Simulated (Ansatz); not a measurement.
## ZrSe2: isotropic strain −3.65 %

Take ZrSe$_{2}$ in the CdI2 type structure (space group P-3m1, No. 164; a = 3.7351 Å, c = 6.0310 Å; layered, stacked along the Cartesian z axis) as the base.

It is then changed as follows: an isotropic linear strain of −3.65 %; the atoms relax in the strained cell.

Computed with Kohn–Sham DFT with the PBE-D3(BJ) functional, run in Ansatz (an electronic-structure program) with PAW and 420 eV plane waves, no spin-orbit coupling, earlier PAW set. Settings: 14×14×8 k-points, 0.05 eV Fermi–Dirac smearing.

| quantity | base | changed | shift |
|---|---|---|---|
| volume per atom | 24.29 Å³ | 21.73 Å³ | -2.56 Å³ |
| space group | P-3m1 (No. 164) | P-3m1 (No. 164) | – |
| energy relative to the base (free energy F) | 0 meV/atom | +41 meV/atom | +41 meV/atom |
| pressure (mean of the normal stresses, compression positive) | 0.0 GPa | 5.6 GPa | +5.6 GPa |
| band gap | zero | zero | – |

Final structure:

```
ZrSe2
1.0
    3.59879     0.00000     0.00000
   -1.79940     3.11664     0.00000
    0.00000     0.00000     5.81091
Zr Se
1 2
Direct
  0.00000   0.00000   0.00000
  0.33333   0.66667   0.28227
  0.66667   0.33333   0.71773
```

Stability against distortions was not tested. The final runs are not spin-polarised. Gaps under 0.05 eV, about the width of the smearing, are given as zero. The zero or small gap of ZrSe2 can change with the level of theory.
